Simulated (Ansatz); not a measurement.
**BeTe, response to strain**

Take BeTe in the zinc blende structure (space group F-43m, No. 216) as the base.

```yaml
crystal:
  lattice:
    - [0.00000, 2.77712, 2.77712]
    - [2.77712, 0.00000, 2.77712]
    - [2.77712, 2.77712, 0.00000]
  atoms:
    - { symbol: Be, position: [0.00000, 0.00000, 0.00000] }
    - { symbol: Te, position: [0.25000, 0.25000, 0.25000] }
```

Strains are applied to the cell and any free atomic positions relax.

Level of theory: LDA, PAW, 420 eV (Ansatz, a quantum-chemistry and plane-wave program; no spin-orbit coupling).

| isotropic strain (%) | band gap (eV) |
|---|---|
| -3 | 1.55 |
| -2.5 | 1.59 |
| -1.5 | 1.68 |
| -1 | ? |
| 0 | 1.79 |
| 1 | 1.86 |
| 1.5 | 1.89 |
| 2 | 1.93 |
| 3 | 1.99 |

Problem. Fit E_g = E₀ + Dε (ε in %) to the rows shown and predict the withheld row.

Solution. Least squares on the printed values gives E₀ = 1.78 eV, D = 73.8 meV per % of strain (largest residual 0.01 eV); this predicts 1.71 eV, and the run gives 1.71 eV, in agreement.

Spin-orbit coupling, missing from the scalar runs, can matter with Te. No phonon test of stability was made.
